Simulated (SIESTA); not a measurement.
Input and output of a self-consistent single point for NaSbF₆ (Fm-3m, 8 atoms in the cell) (SIESTA)

Computed with SIESTA with LDA PW92, numerical atomic orbitals TZP, PseudoDojo LDA standard norm-conserving potentials (rewritten from UPF to PSML).

Input:

```
# files in the folder: Na.psml Sb.psml F.psml (PseudoDojo LDA standard)
SystemName  NaSbF6
SystemLabel NaSbF6

NumberOfAtoms                8
NumberOfSpecies              3
%block ChemicalSpeciesLabel
  1 11 Na
  2 51 Sb
  3 9 F
%endblock ChemicalSpeciesLabel
LatticeConstant              1.0 Ang
%block LatticeVectors
     0.000000000    4.107730000    4.107730000
     4.107730000    0.000000000    4.107730000
     4.107730000    4.107730000    0.000000000
%endblock LatticeVectors
AtomicCoordinatesFormat      ScaledCartesian
%block AtomicCoordinatesAndAtomicSpecies
     4.107730000    4.107730000    4.107730000  1
     0.000000000    0.000000000    0.000000000  2
     4.107730000    4.107730000    6.336419989  3
     4.107730000    4.107730000    1.879040011  3
     6.336419989    4.107730000    4.107730000  3
     1.879040011    4.107730000    4.107730000  3
     4.107730000    6.336419989    4.107730000  3
     4.107730000    1.879040011    4.107730000  3
%endblock AtomicCoordinatesAndAtomicSpecies

XC.functional                LDA
XC.authors                   PW92
PAO.BasisSize                TZP
PAO.EnergyShift              0.01 Ry
MeshCutoff                   400 Ry
%block kgrid.MonkhorstPack
    5   0   0  0.0
    0   5   0  0.0
    0   0   5  0.0
%endblock kgrid.MonkhorstPack
OccupationFunction           FD
ElectronicTemperature        0.01 eV

MaxSCFIterations             150
SCF.Mixer.Method             Pulay
SCF.Mixer.Weight             0.25
SCF.Mixer.History            8
SCF.DM.Tolerance             1.0E-04
Diag.ParallelOverK           true
WriteForces                  true
```

Output (repeated stretches shortened):

```
reinit: Reading from file input.fdf

reinit: System Name: NaSbF6
reinit: System Label: NaSbF6

coor:   Atomic-coordinates input format  =     Cartesian coordinates
coor:                                          (in units of alat)

siesta: Atomic coordinates (Bohr) and species
siesta:      7.76248   7.76248   7.76248  1        1
siesta:      0.00000   0.00000   0.00000  2        2
siesta:      7.76248   7.76248  11.97410  3        3
siesta:      7.76248   7.76248   3.55087  3        4
siesta:     11.97410   7.76248   7.76248  3        5
siesta:      3.55087   7.76248   7.76248  3        6
siesta:      7.76248  11.97410   7.76248  3        7
siesta:      7.76248   3.55087   7.76248  3        8

siesta: System type = bulk

initatomlists: Number of atoms, orbitals, and projectors:      8   134   104

siesta: ******************** Simulation parameters ****************************
redata: Spin configuration                          = none
redata: Time-Reversal Symmetry                      = T
redata: Number of Atomic Species                    =        3
redata: Mesh Cutoff                                 =   400.0000 Ry
redata: Net charge of the system                    =     0.0000 |e|
redata: Min. number of SCF Iter                     =        0
redata: Max. number of SCF Iter                     =      150
redata: SCF convergence failure will abort job
redata: SCF mix quantity                            = Hamiltonian
redata: Mix DM or H after convergence               =   F
redata: Recompute H after scf cycle                 =   F
redata: Mix DM in first SCF step                    =   T
redata: No kicks to SCF
redata: DM Mixing Weight for Kicks                  =     0.5000
redata: Require Harris convergence for SCF          =   F
redata: Harris energy tolerance for SCF             =     0.000100 eV
redata: Require DM convergence for SCF              =   T
redata: DM tolerance for SCF                        =     0.000100
redata: Require EDM convergence for SCF             =   F
redata: EDM tolerance for SCF                       =     0.001000 eV
redata: Require H convergence for SCF               =   T
redata: Hamiltonian tolerance for SCF               =     0.001000 eV
redata: Require (free) Energy convergence for SCF   =   F
redata: (free) Energy tolerance for SCF             =     0.000100 eV
redata: Using DFT-D3 dispersion                     =   F
redata: Using Saved Data (generic)                  =   F
redata: Method of Calculation                       = Diagonalization
redata: Electronic Temperature                      =   116.0452 K
redata: Number of TDED substeps                     =        3
redata: Dynamics option                             = Single-point calculation
redata: Save all siesta data in one NC              =   F
redata: ***********************************************************************

%block SCF.Mixers
  Pulay
%endblock SCF.Mixers

%block SCF.Mixer.Pulay
  # Mixing method
  method pulay
  variant stable

  # Mixing options
  weight 0.2500
  weight.linear 0.2500
  history 8
%endblock SCF.Mixer.Pulay

DM_history_depth set to one: no extrapolation allowed by default for geometry relaxation
Size of DM history Fstack: 1
Total number of electrons:    66.000000
Total ionic charge:    66.000000

* ProcessorY, Blocksize:    1  64

* Orbital distribution balance (max,min):   134   134

 Kpoints in:           75 . Kpoints trimmed:           63

siesta: k-grid: Number of k-points = 63
siesta: k-points from Monkhorst-Pack grid
siesta: k-cutoff (effective) =    14.523 Ang
siesta: k-point supercell and displacements
siesta: k-grid:     5     0     0      0.000
siesta: k-grid:     0     5     0      0.000
siesta: k-grid:     0     0     5      0.000

diag: Algorithm                                     = D&C
diag: Parallel over k                               =   F
diag: Use parallel 2D distribution                  =   F
diag: Parallel block-size                           = 64
diag: Parallel distribution                         =     1 x     1
diag: Used triangular part                          = Lower
diag: Absolute tolerance                            =  0.100E-15
diag: Orthogonalization factor                      =  0.100E-05
diag: Memory factor                                 =  1.0000

superc: Internal auxiliary supercell:     5 x     5 x     5  =     125
superc: Number of atoms, orbitals, and projectors:   1000  16750  13000

                        Single-point calculation

superc: Internal auxiliary supercell:     5 x     5 x     5  =     125
superc: Number of atoms, orbitals, and projectors:   1000  16750  13000

outcell: Unit cell vectors (Ang):
        0.000000    4.107730    4.107730
        4.107730    0.000000    4.107730
        4.107730    4.107730    0.000000

outcell: Cell vector modules (Ang)   :    5.809207    5.809207    5.809207
outcell: Cell angles (23,13,12) (deg):     60.0000     60.0000     60.0000
outcell: Cell volume (Ang**3)        :    138.6231
new_DM -- step:     1
Initializing Density Matrix...

Attempting to read DM from file... Failed...
DM filled with atomic data:

InitMesh: MESH = 60 x 60 x 60 = 216000
InitMesh: Mesh cutoff (required, used) =   400.000   442.244 Ry

stepf: Fermi-Dirac step function

        iscf     Eharris(eV)        E_KS(eV)     FreeEng(eV)     dDmax    Ef(eV) dHmax(eV)
   scf:    1    -7712.364716    -7718.341982    -7718.341982  1.608310 -9.194540 11.194707
   scf:    2    -7723.152371    -7721.062816    -7721.062816  0.078447 -6.310772  5.960326
   scf:    3    -7722.085117    -7721.743369    -7721.743369  0.084838 -6.810368  1.372930
   scf:    4    -7721.805696    -7721.780426    -7721.780426  0.061403 -7.325586  0.488458
   scf:    5    -7721.775456    -7721.780262    -7721.780262  0.017355 -7.610136  0.288382
   scf:    6    -7721.780436    -7721.782821    -7721.782821  0.010587 -7.652263  0.147600
   scf:    7    -7721.784396    -7721.783856    -7721.783856  0.003176 -7.642354  0.014994
   scf:    8    -7721.783870    -7721.783866    -7721.783866  0.000391 -7.640123  0.000619
   scf:    9    -7721.783866    -7721.783866    -7721.783866  0.000080 -7.639768  0.000313

SCF Convergence by DM+H criterion
max |DM_out - DM_in|         :     0.0000804026
max |H_out - H_in|      (eV) :     0.0003129659
SCF cycle converged after 9 iterations

Using DM_out to compute the final energy and forces

siesta: E_KS(eV) =            -7721.7839

siesta: E_KS - E_eggbox =     -7721.7839

siesta: Atomic forces (eV/Ang):
     1   -0.000000   -0.000000    0.000000
     2   -0.000000   -0.000000   -0.000000
     3   -0.000000   -0.000000   -0.850585
     4    0.000000    0.000000    0.850585
     5   -0.850584   -0.000000   -0.000000
     6    0.850584    0.000000    0.000000
     7   -0.000000   -0.850584   -0.000000
     8    0.000000    0.850584    0.000000
   Tot   -0.000000   -0.000000    0.000000
   Max    0.850585
   Res    0.425292    sqrt( Sum f_i^2 / 3N )
   Max    0.850585    constrained

Stress tensor Voigt[x,y,z,yz,xz,xy] (kbar):       -1.79       -1.79       -1.79       -0.00       -0.00       -0.00
(Free)E + p*V (eV/cell)    -7721.6287
Target enthalpy (eV/cell)    -7721.7839

siesta: Program's energy decomposition (eV):
siesta: Ebs     =     -1404.490058
siesta: Eions   =     11135.307722
siesta: Ena     =      1561.163183
siesta: Ekin    =      4881.812638
siesta: Enl     =     -1387.351345
siesta: Eso     =         0.000000
siesta: Edftu   =         0.000000
siesta: DEna    =        31.277467
siesta: DUscf   =         2.947489
siesta: DUext   =         0.000000
siesta: Ex      =     -1529.222389
siesta: Ec      =      -147.103187
siesta: Exc     =     -1676.325576
siesta: Eharris =     -7721.783866
siesta: Etot    =     -7721.783866
siesta: FreeEng =     -7721.783866

siesta: Atomic forces (eV/Ang):
siesta:      1   -0.000000   -0.000000    0.000000
siesta:      2   -0.000000   -0.000000   -0.000000
siesta:      3   -0.000000   -0.000000   -0.850585
siesta:      4    0.000000    0.000000    0.850585
siesta:      5   -0.850584   -0.000000   -0.000000
siesta:      6    0.850584    0.000000    0.000000
siesta:      7   -0.000000   -0.850584   -0.000000
siesta:      8    0.000000    0.850584    0.000000
siesta: ----------------------------------------
siesta:    Tot   -0.000000   -0.000000    0.000000

siesta: Stress tensor (static) (eV/Ang**3):
siesta:    -0.001120   -0.000000   -0.000000
siesta:    -0.000000   -0.001120   -0.000000
siesta:    -0.000000   -0.000000   -0.001120

siesta: Cell volume =        138.623119 Ang**3

siesta: Pressure (static):
siesta:                Solid            Molecule  Units
siesta:           0.00001219          0.00031008  Ry/Bohr**3
siesta:           0.00111956          0.02846982  eV/Ang**3
siesta:           1.79373468         45.61368435  kBar
```

The run converged in 9 iterations.

The starting cell comes from a database of computed structures (which also holds hypothetical and non-ambient phases and stackings), without a prior relaxation at this level. Its lattice was rescaled by a random factor within 2.5 % of one. Values carry the incompleteness of an atom-centred basis.

Cost on one core of a shared machine: roughly 40 s.
